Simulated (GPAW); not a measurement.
## Short convergence ladders for Ir (Fm-3m, 1 atom in the cell)

```yaml
crystal:
  lattice:
    - [0.00000, 1.91040, 1.91040]
    - [1.91040, 0.00000, 1.91040]
    - [1.91040, 1.91040, 0.00000]
  atoms:
    - { symbol: Ir, position: [0.00000, 0.00000, 0.00000] }
```

Base method: PBE, GPAW PAW datasets PBE (gpaw-data 1.0.1) (plane waves; GPAW).

Base settings: mode = pw; ecut = 550 eV; xc = PBE; kpts = 5 5 5; mesh shift (steps) = 0 0 0; occupations.name = methfessel-paxton; occupations.width = 0.1 eV; occupations.order = 0; nbands = -9; convergence.density = 1e-05 e/electron.

The count of work is k-points × plane waves × bands × iterations; it is no time. 

**The cutoff for other potential files**

In this ladder: setups = {Ir: 9}.

The second cell is the first with its lattice scaled by 0.98.

The mesh stays at the base's, so the ladder's end is converged at best in this setting alone.

Only quantities that move along the ladder and can be compared are tabulated.

| ecut | free energy less the last step's (meV/atom) | energy of the compressed cell less the first (meV/atom) | pressure (GPa) | count of work / last |
|---|---|---|---|---|
| 250 eV | 434.45 | 220.09 | 19.83 | 0.12 |
| 300 eV | 404.05 | 210.62 | 24.93 | 0.15 |
| 385 eV | 190.61 | 221.19 | 17.95 | 0.22 |
| 470 eV | 43.57 | 212.61 | 23.53 | 0.28 |
| 550 eV | 27.12 | 211.64 | 25.84 | 0.36 |
| 660 eV | 19.86 | 211.54 | 25.13 | 0.47 |
| 825 eV | 2.53 | 211.58 | 25.56 | 0.65 |
| 1100 eV | 0.00 | 211.41 | 25.83 | 1.0 |

State of the pressure at the end of the ladder: still drifting one way, by 0.70 GPa over the last two steps, so the last step is no safe reference.

Coarsest ecut that holds the energy of the compressed cell less the first within 0.5 meV/atom of the last step, with all finer ones: 550 eV, at 0.36 of the last step's count of work; the step before is off by 1.2 meV/atom.

Coarsest ecut that holds the free energy within 5 meV/atom: not settled: the last two steps still differ by 2.5 meV/atom, over half the tolerance, so the ladder does not show it.

At the lowest cutoff the pressure lies 6.0 GPa under the last step's, the usual sign of Pulay stress in an incomplete plane-wave basis.

**The relaxed cell against the cutoff**

In this ladder: optimizer = BFGS; fmax = 0.02 eV/Å.

The mesh stays at the base's, so the ladder's end is converged at best in this setting alone.

Only quantities that move along the ladder and can be compared are tabulated.

| ecut | relaxed volume (Å³/atom) | relaxation steps |
|---|---|---|
| 275 eV | 14.288 | 2 |
| 330 eV | 14.405 | 3 |
| 385 eV | 14.526 | 3 |
| 470 eV | 14.591 | 3 |
| 550 eV | 14.613 | 3 |
| 660 eV | 14.624 | 3 |
| 825 eV | 14.625 | 3 |
| 1100 eV | 14.625 | 3 |

Coarsest ecut that holds the relaxed volume within 0.015 Å³/atom of the last step, with all finer ones: 550 eV; the step before is off by 0.035 Å³/atom.

At the lowest cutoff the cell relaxes to a volume 2.3 % smaller than at the highest.

On the base run: the starting cell has typed, rounded lattice constants, without a prior relaxation at this level. Its lattice was rescaled by up to half a per cent. Spin polarisation is off. Without a gap this mesh is coarse (it stands for a supercell whose shortest vector is 14 Å).
